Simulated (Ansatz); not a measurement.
## Pressure series in Sr3AsN

Base system: Sr₃AsN in the anti-perovskite structure (space group Pm-3m, No. 221; a = 5.0413 Å; a cell from a computed database, its experimental status unchecked).

Cell and atoms are relaxed at each pressure.

The values are results of Kohn–Sham DFT with the PBEsol functional, run in Ansatz (a program for electronic structure) with PAW and 420 eV plane waves, no SOC, not measurements.

```tsv
P (GPa)	V (Å³/atom)
-2.00	26.723
-1.00	26.143
0.29	25.481
0.69	25.294
1.50	24.935
2.98	24.338
5.00	23.626
7.50	22.868
```

Fit a third-order Birch–Murnaghan equation of state.

Least squares on P(V) = (3B₀/2)[(V₀/V)^(7/3) − (V₀/V)^(5/3)]·[1 + (3/4)(B₀′ − 4)((V₀/V)^(2/3) − 1)] gives V₀ = 25.62 Å³/atom, B₀ = 52 GPa and B₀′ = 4.2.

Between the base and pressure 5 GPa the gap moves from 0.38 eV to 0.17 eV, a mean slope of -41 meV/GPa.

Load acts through the strain it causes; cell and atoms are relaxed under it. Stability against distortions was not tested. Competing high-pressure phases were not computed. The zero or small gap of Sr3AsN under pressure 3 GPa, Sr3AsN under pressure 5 GPa and Sr3AsN under pressure 7.5 GPa can change with the level of theory.
